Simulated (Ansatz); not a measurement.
Consider GaAs in the zinc blende structure (space group F-43m, No. 216; a = 5.7461 Å).

(Cell as relaxed with PBE.)

Levels (all Ansatz, a first-principles code, PAW, earlier PAW set): PBE (420 eV, no SOC); r2SCAN (500 eV, scalar-relativistic without spin-orbit coupling).

Each level relaxes its own structure.

| base | PBE | r2SCAN |
|---|---|---|
| volume per atom | 23.71 Å³ | 22.73 Å³ |
| lattice parameter a | 5.746 Å | 5.666 Å |
| band gap | 0.16 eV | 0.97 eV |

Modification: a hydrostatic pressure of 9 GPa.

| quantity | PBE | r2SCAN |
|---|---|---|
| shortest interatomic distance | 2.396 Å | … |
| valley order (the lowest conduction-band minima on the path, energy above the VBM, named in the base's zone) | Γ 1.02 eV; L along ⟨111⟩ 1.19 eV; a point along ⟨100⟩, about 0.9 Å⁻¹ from Γ 1.31 eV | … |
| hole mass (degenerate bands, along [100]) | 0.055, 0.32, 0.32 mₑ (at Γ) | … |

Q: Given the PBE results, estimate those of r2SCAN.

A: 
- shortest interatomic distance, r2SCAN: 2.374 Å
- valley order (the lowest conduction-band minima on the path, energy above the VBM, named in the base's zone), r2SCAN: a point along ⟨100⟩, about 1.0 Å⁻¹ from Γ 1.56 eV; L along ⟨111⟩ 1.67 eV; Γ 1.79 eV
- hole mass (degenerate bands, along [100]), r2SCAN: 0.084, 0.30, 0.30 mₑ (at Γ)

PBE's shortest interatomic distance lies 0.022 Å above r2SCAN's (0.9 %); they order the valleys differently. Neither level is exact; r2SCAN is the comparison here, not a measurement.

Load acts through the strain it causes; cell and atoms are relaxed under it. Effective masses come from finite differences of ±0.01 Å⁻¹. No phonon test of stability was made. Tetrahedral semiconductors of this kind turn to denser phases somewhere between about 1 and 50 GPa; those were not computed, so compressed cells here can lie past the real transition. The zero or small gap of GaAs can change with the level of theory.
